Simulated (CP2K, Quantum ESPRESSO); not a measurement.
A CP2K input for a self-consistent single point of ScCl3 (R-3, 8 atoms in the cell) (DFT PBEsol, GPW, DZVP-MOLOPT-SR-GTH basis, GTH-PBE potentials (GTH_POTENTIALS)):

```
&GLOBAL
  PROJECT run
  RUN_TYPE ENERGY_FORCE
  PRINT_LEVEL LOW
&END GLOBAL
&FORCE_EVAL
  METHOD Quickstep
  STRESS_TENSOR ANALYTICAL
  &DFT
    BASIS_SET_FILE_NAME BASIS_MOLOPT
    POTENTIAL_FILE_NAME GTH_POTENTIALS
    &QS
      METHOD GPW
      EPS_DEFAULT 1E-11
    &END QS
    &MGRID
      CUTOFF 600
      REL_CUTOFF 60
      NGRIDS 5
    &END MGRID
    &SCF
      SCF_GUESS ATOMIC
      EPS_SCF 1E-7
      MAX_SCF 100
      ADDED_MOS 11
      &DIAGONALIZATION
        ALGORITHM STANDARD
      &END DIAGONALIZATION
      &MIXING
        METHOD BROYDEN_MIXING
        ALPHA 0.2
        NBUFFER 10
        BETA 1
      &END MIXING
      &SMEAR ON
        METHOD FERMI_DIRAC
        ELECTRONIC_TEMPERATURE [K] 232.09
      &END SMEAR
    &END SCF
    &KPOINTS
      SCHEME MONKHORST-PACK 4 4 4
      GAMMA_CENTERED T
    &END KPOINTS
    &XC
      &XC_FUNCTIONAL
        &PBE
          PARAMETRIZATION PBESOL
        &END PBE
      &END XC_FUNCTIONAL
    &END XC
    &PRINT
      &MO
        EIGENVALUES T
        OCCUPATION_NUMBERS T
        NDIGITS 8
        FILENAME mo
        &EACH
          QS_SCF 0
        &END EACH
        ADD_LAST NUMERIC
      &END MO
      &MULLIKEN OFF
      &END MULLIKEN
    &END PRINT
  &END DFT
  &SUBSYS
    &CELL
      ABC 7.12052300 7.12052277 7.12052266
      ALPHA_BETA_GAMMA 53.48960702 53.48961029 53.48961094
      PERIODIC XYZ
    &END CELL
    &COORD
      SCALED
      Sc       0.33332000     0.33332000     0.33332000
      Sc       0.66668000     0.66668000     0.66668000
      Cl       0.71815000     0.43702000     0.07745000
      Cl       0.28185000     0.56298000     0.92255000
      Cl       0.07745000     0.71815000     0.43702000
      Cl       0.92255000     0.28185000     0.56298000
      Cl       0.43702000     0.07745000     0.71815000
      Cl       0.56298000     0.92255000     0.28185000
    &END COORD
    &KIND Sc
      BASIS_SET DZVP-MOLOPT-SR-GTH
      POTENTIAL GTH-PBE-q11
    &END KIND
    &KIND Cl
      BASIS_SET DZVP-MOLOPT-SR-GTH
      POTENTIAL GTH-PBE-q7
    &END KIND
  &END SUBSYS
  &PRINT
    &FORCES ON
    &END FORCES
    &STRESS_TENSOR ON
    &END STRESS_TENSOR
  &END PRINT
&END FORCE_EVAL
```

Question: Give the Quantum ESPRESSO input for the same structure, mesh, smearing and functional.

Answer: This is the input that was run; spellings and numerical settings could be chosen otherwise.

```fortran
&CONTROL
   calculation = 'scf'
   prefix = 'run'
   outdir = './tmp'
   pseudo_dir = './'
   tprnfor = .true.
   tstress = .true.
/
&SYSTEM
   ibrav = 0
   nat = 8
   ntyp = 2
   ecutwfc = 80
   occupations = 'smearing'
   smearing = 'fd'
   degauss = 0.00147
/
&ELECTRONS
   conv_thr = 1.0d-9
/
ATOMIC_SPECIES
Sc    44.9559  Sc.upf
Cl    35.4500  Cl.upf
ATOMIC_POSITIONS {crystal}
Sc    0.33332000    0.33332000    0.33332000
Sc    0.66668000    0.66668000    0.66668000
Cl    0.71815000    0.43702000    0.07745000
Cl    0.28185000    0.56298000    0.92255000
Cl    0.07745000    0.71815000    0.43702000
Cl    0.92255000    0.28185000    0.56298000
Cl    0.43702000    0.07745000    0.71815000
Cl    0.56298000    0.92255000    0.28185000
K_POINTS {automatic}
4 4 4  0 0 0
CELL_PARAMETERS {angstrom}
   3.20435991     1.85003805     6.08369000
  -3.20435991     1.85003805     6.08369000
   0.00000000    -3.70007611     6.08369000
```

Basis settings and potentials, where a program has them, do not carry over. This input uses DFT, PBEsol, plane waves, PseudoDojo standard norm-conserving (PBESOL) pseudopotentials.

The starting cell comes from a database of computed structures (which also holds hypothetical and non-ambient phases and stackings), without a prior relaxation at this level.
